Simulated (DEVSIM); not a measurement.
# abrupt Si n-p junction

System: abrupt Si n-p junction, at 300 K.

| layer (left to right) | material | thickness (μm) | Nd (cm⁻³) | Na (cm⁻³) | τn (s) | τp (s) |
|---|---|---|---|---|---|---|
| 1 | Si | 16.0 | 8e16 | - | 2.4e-5 | 2.4e-5 |
| 2 | Si | 260 | - | 1.3e15 | 2.4e-5 | 2.4e-5 |

Left contact: ohmic. Right contact: ohmic. Voltage is applied to the left contact. Recombination: SRH at mid-gap, radiative. Mobility is μmin + (μ − μmin)/(1 + (N/Nref)^α).

This is a model device: material constants are rounded textbook-type values typed into the input, and sizes, dopings and lifetimes were drawn at random. Values at 300 K.

```tsv
parameter	Si
gap (eV)	1.124
affinity (eV)	4.05
permittivity	11.7
Nc (cm⁻³)	2.86e19
Nv (cm⁻³)	3.1e19
μn (cm²/Vs)	1417
μp (cm²/Vs)	470
μn,min	52
μp,min	45
Nref,n	9.7e16
Nref,p	2.2e17
αn	0.68
αp	0.72
B (cm³/s)	4.7e-15
```

DEVSIM, 1D drift-diffusion, Boltzmann statistics, complete ionisation; no tunnelling, impact ionisation, image-force lowering or self-heating.

```
Property                                            Value
---------------------------------------------  ----------
Potential step across the device at zero bias     0.711 V
Largest field in the device at zero bias       20000 V/cm
Dark forward voltage at 1 A/cm²                   0.671 V
Dark forward voltage at 100 A/cm²                 1.292 V
```

Dark reverse current:

```csv
V (V),J (A/cm²)
0.20,7.3e-10
0.50,1.4e-9
1.00,2.3e-9
1.50,3.0e-9
2.00,3.6e-9
3.00,4.7e-9
4.00,5.6e-9
5.00,6.5e-9
6.50,7.6e-9
8.00,8.5e-9
10.00,9.7e-9
```

Dark forward current:

```csv
V (V),J (A/cm²)
-0.05,-6.9e-10
-0.15,-1.4e-8
-0.30,-2.9e-6
-0.40,-0.00013
-0.55,-0.039
-0.65,-0.66
-0.75,-3.8
-0.90,-16
-1.00,-31
-1.10,-50
-1.25,-88
-1.35,-120
-1.50,-170
-1.60,-210
```
